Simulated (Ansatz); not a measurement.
The reference is CuAu (space group P4/mmm, No. 123; relaxed with 0.1 eV smearing).

```
CuAu
1.0
    2.85312     0.00000     0.00000
    0.00000     2.85312     0.00000
    0.00000     0.00000     3.57027
Cu Au
1 1
Direct
  0.50000   0.50000   0.50000
  0.00000   0.00000   0.00000
```

Cartesian axes are those of the cell as printed.

Computed with Kohn–Sham DFT with the r2SCAN functional, run in Ansatz (a program for electronic structure) with PAW and 500 eV plane waves, no spin-orbit coupling.

Base values:

- Pressure = 0.0 GPa
- Volume per atom = 14.53 Å³

Now apply this change: tensile biaxial strain of 1.86 % in the plane normal to [001], as in epitaxy on a mismatched substrate; the out-of-plane cell vector and the atoms relax.

### Question
Estimate the effect on the pressure.

### Answer
The pressure (mean of the normal stresses, compression positive) goes from zero to -0.3 GPa.

### Question
Estimate the effect on the volume per atom.

### Answer
The volume per atom is nearly the same (14.53 Å³ against 14.55 Å³).

Whether these cells are dynamically stable was not tested. All final runs are without spin polarisation.
